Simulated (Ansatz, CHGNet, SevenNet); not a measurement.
SnTe (model structure, started from the wurtzite type, P6₃mc, No. 186, 4 atoms in the cell): lattice parameter a by level of theory

No measured value is used here.

```
level (code)            value (Å)
---------------------  ----------
CHGNet-r²SCAN               5.151
SevenNet-0                  5.121
SevenNet-l3i5               5.096
PBE (Ansatz)                5.425
PBE-D3(BJ) (Ansatz)    (withheld)
r²SCAN (Ansatz)             5.396
r²SCAN+rVV10 (Ansatz)  (withheld)
```

**Question.** Fill in the missing entries.

**Answer.** 
- PBE-D3(BJ) (Ansatz, a quantum-chemistry and plane-wave program), value (Å): 5.418
- r²SCAN+rVV10 (Ansatz), value (Å): 5.356

CHGNet-r²SCAN, SevenNet-0, SevenNet-l3i5: the cell has another shape than the first-principles one, perhaps another minimum in the same group. PBE-D3(BJ): a distance lies near a switch of the dispersion term, which can move the cell. Cutoffs differ between the levels. Ansatz's density-functional and Hartree–Fock values are scalar-relativistic unless marked +SOC, with PAW data made under PBE.

Machine-learned potentials (CHGNet-r²SCAN, SevenNet-0, SevenNet-l3i5) are trained on DFT data: a solid inside that data is no test of them.

A model structure was made by putting elements into a prototype or built by hand; it is no filed structure, need not be a known phase, and can be a saddle point held by its symmetry.
